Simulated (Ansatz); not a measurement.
Here is the system:

End structure of a constructed model of the (111)B surface of zinc-blende BP, P-terminated, 2x2 B adatom at T4 (bottom of the slab: 3 H on 4 bottom sites):

```yaml
crystal:
  lattice:
    - [6.43241, 0.00000, 0.00000]
    - [-3.21621, 5.57063, 0.00000]
    - [0.00000, 0.00000, 29.50000]
  atoms:
    - { symbol: B, position: [0.33076, 0.16921, 0.31189] }
    - { symbol: B, position: [0.83840, 0.16920, 0.31185] }
    - { symbol: B, position: [0.33076, 0.66156, 0.31189] }
    - { symbol: B, position: [0.83326, 0.66663, 0.32572] }
    - { symbol: P, position: [0.16657, 0.33329, 0.33454] }
    - { symbol: P, position: [0.66339, 0.32673, 0.33340] }
    - { symbol: P, position: [0.17317, 0.83658, 0.33340] }
    - { symbol: P, position: [0.66339, 0.83666, 0.33340] }
    - { symbol: B, position: [0.16667, 0.33333, 0.40132] }
    - { symbol: B, position: [0.66667, 0.33333, 0.40132] }
    - { symbol: B, position: [0.16667, 0.83333, 0.40132] }
    - { symbol: B, position: [0.66667, 0.83333, 0.40132] }
    - { symbol: P, position: [0.00000, 0.00000, 0.42358] }
    - { symbol: P, position: [0.50000, 0.00000, 0.42358] }
    - { symbol: P, position: [0.00000, 0.50000, 0.42358] }
    - { symbol: P, position: [0.50000, 0.50000, 0.42358] }
    - { symbol: B, position: [0.99952, 0.99988, 0.49061] }
    - { symbol: B, position: [0.50059, 0.00029, 0.49078] }
    - { symbol: B, position: [0.99952, 0.49964, 0.49061] }
    - { symbol: B, position: [0.50042, 0.50021, 0.48964] }
    - { symbol: P, position: [0.33468, 0.16966, 0.51229] }
    - { symbol: P, position: [0.83352, 0.16676, 0.51343] }
    - { symbol: P, position: [0.33468, 0.66502, 0.51229] }
    - { symbol: P, position: [0.83046, 0.66523, 0.51239] }
    - { symbol: B, position: [0.33602, 0.17189, 0.57901] }
    - { symbol: B, position: [0.83325, 0.16663, 0.58075] }
    - { symbol: B, position: [0.33602, 0.66413, 0.57901] }
    - { symbol: B, position: [0.82808, 0.66404, 0.57905] }
    - { symbol: P, position: [0.16691, 0.33346, 0.60336] }
    - { symbol: P, position: [0.66657, 0.33346, 0.60340] }
    - { symbol: P, position: [0.16669, 0.83334, 0.59606] }
    - { symbol: P, position: [0.66657, 0.83312, 0.60340] }
    - { symbol: B, position: [0.18106, 0.34053, 0.67176] }
    - { symbol: B, position: [0.65950, 0.34050, 0.67178] }
    - { symbol: B, position: [0.16674, 0.83337, 0.65871] }
    - { symbol: B, position: [0.65950, 0.81899, 0.67178] }
    - { symbol: P, position: [0.00529, 0.99474, 0.69067] }
    - { symbol: P, position: [0.48948, 0.99474, 0.69068] }
    - { symbol: P, position: [0.00529, 0.51055, 0.69067] }
    - { symbol: P, position: [0.49999, 0.50000, 0.69926] }
    - { symbol: H, position: [0.33176, 0.16813, 0.27092] }
    - { symbol: H, position: [0.83638, 0.16819, 0.27089] }
    - { symbol: H, position: [0.33176, 0.66363, 0.27092] }
    - { symbol: B, position: [0.16669, 0.83334, 0.71743] }
```

Set-up: 44 atoms, 13.5 Å thick at the start with caps and adatoms (thin: gaps and levels are the slab's own); mesh 4x4x1; 0.025 eV smearing; dipole correction on; 8 atoms held, the rest relaxed; held to the start's symmetry, so lower structures may exist; no spin, no spin-orbit, no U. In PBE it is, or lies within 0.01 eV a 1x1 cell of, the lowest of the 3 structures of its composition computed so far; subsurface sites and larger cells were not tried.

**Question.** What is the computed gap of the slab on its k-mesh (PBE in Ansatz, an electronic-structure program)?

**Answer.** 0.73 eV

**Question.** What highest filled level below the top vacuum level does PBE give?

**Answer.** 5.30 eV
